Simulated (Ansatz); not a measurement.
Band structure of MnCu₄Sn (F-43m, 6 atoms in the cell).

```yaml
crystal:
  lattice:
    - [0.00000, 3.49673, 3.49673]
    - [3.49673, 0.00000, 3.49673]
    - [3.49673, 3.49673, 0.00000]
  atoms:
    - { symbol: Mn, position: [0.75000, 0.75000, 0.75000], spin: 4.0 }
    - { symbol: Cu, position: [0.37550, 0.37550, 0.37550] }
    - { symbol: Cu, position: [0.87350, 0.37550, 0.37550] }
    - { symbol: Cu, position: [0.37550, 0.37550, 0.87350] }
    - { symbol: Cu, position: [0.37550, 0.87350, 0.37550] }
    - { symbol: Sn, position: [0.00000, 0.00000, 0.00000] }
```
(The spins are starting values, not results.)

Computed with PBEsol, PAW files made with PBE (plane waves; Ansatz, an electronic-structure program).

Settings: kpoints.mp_grid.grid = 5 5 5; hamiltonian.xc = pbesol; hamiltonian.pseudopotentials = {kind: paw} (the program's default PAW files); magnetization.spin_polarized = true; scf.occupations.method = fermi_dirac; scf.occupations.width = 0.1 eV; kpoints.band_path.npoints = 8.

The starting cell comes from a database of computed structures (which also holds hypothetical and non-ambient phases and stackings), without a prior relaxation at this level. With one magnetic atom in the cell only a parallel order is possible.

Levels in eV from the Fermi level, bands 52 to 59 of the first spin channel:
```
point     52     53     54     55     56    57    58    59
-----  -----  -----  -----  -----  -----  ----  ----  ----
Γ      -1.57  -0.09  -0.09  -0.09   0.60  2.18  2.18  2.18
X      -2.17  -1.16  -1.12  -1.12  -0.75  5.85  6.62  6.72
W      -2.05  -2.03  -2.02   1.15   1.48  1.94  3.21  6.87
K      -2.15  -2.06  -1.01  -0.94   1.58  3.58  4.32  4.84
L      -1.72  -1.02  -0.60  -0.60   0.98  1.75  1.75  5.72
U      -2.15  -2.06  -1.01  -0.94   1.58  3.58  4.32  4.84
```

Bands cross the Fermi level along this path, so the cell is metallic at this level.

The net moment of the cell came out as 4.56 μB.

Keys are those of Ansatz 0.2.
